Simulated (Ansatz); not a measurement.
# GaN with two functionals, pressure 5 GPa

The reference is GaN in the zinc blende structure (space group F-43m, No. 216; a = 4.549 Å).

(Cell as relaxed with PBE.)

Levels (all Ansatz, a quantum-chemistry and plane-wave program, PAW, earlier PAW set): PBE (420 eV, scalar-relativistic without spin-orbit coupling); r2SCAN (500 eV, no spin-orbit coupling).

Each level relaxes its own structure.

```csv
base,PBE,r2SCAN
volume per atom,11.77 Å³,11.38 Å³
lattice parameter a,4.549 Å,4.498 Å
band gap,1.54 eV,2.17 eV
```

Modification: a hydrostatic pressure of 5 GPa.

```tsv
quantity	PBE	r2SCAN
shortest interatomic distance	1.952 Å	…
electron mass	0.15 mₑ (at Γ)	…
shift of the gap caused by the change	+0.17 eV	…
hole mass (degenerate bands, along [100])	0.16, 0.88, 0.88 mₑ (at Γ)	…
```

### Question
What does r2SCAN give?

### Answer

- shortest interatomic distance, r2SCAN: 1.932 Å
- electron mass, r2SCAN: 0.18 mₑ (at Γ)
- shift of the gap caused by the change, r2SCAN: +0.16 eV
- hole mass (degenerate bands, along [100]), r2SCAN: 0.19, 0.84, 0.84 mₑ (at Γ)

PBE's shortest interatomic distance lies 0.020 Å above r2SCAN's (1.0 %). Neither level is exact; r2SCAN is the comparison here, not a measurement.

Load acts through the strain it causes; cell and atoms are relaxed under it. Masses are band curvatures over ±0.01 Å⁻¹ around the edge. Stability against distortions was not tested. Tetrahedral semiconductors of this kind turn to denser phases somewhere between about 1 and 50 GPa; those were not computed, so compressed cells here can lie past the real transition. This is not the structure that GaN has at room temperature and ambient pressure.
